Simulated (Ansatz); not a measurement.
Results of r²SCAN+rVV10 (plane waves, PAW; Ansatz, a first-principles code) for LiF (model structure, F-43m, No. 216, 2 atoms in the cell).

Settings: plane-wave cutoff 560 eV, 14×14×14 k mesh, Fermi–Dirac smearing 0.01 eV, scalar-relativistic PAW data made under PBE.

Cell (relaxed at this level):

Space group F-43m (No. 216); a = b = c = 4.274 Å, α = β = γ = 90.00°

| atom | site | symmetry | x | y | z |
|---|---|---|---|---|---|
| Li | 4a | -43m | 0.0000 | 0.0000 | 0.0000 |
| F | 4d | -43m | 0.7500 | 0.7500 | 0.7500 |
(The calculation used a cell of 2 atoms; values per cell refer to that cell.)

Question: Predict the band gap.

Answer: 
- band gap: 8.63 eV (on the SCF k mesh)

Note: the relaxation could raise the start's symmetry but not lower it, so the cell can be a saddle point.

Static lattice: no zero-point or thermal effects.

A model structure was made by putting elements into a prototype or built by hand; it is no filed structure, need not be a known phase, and can be a saddle point held by its symmetry.
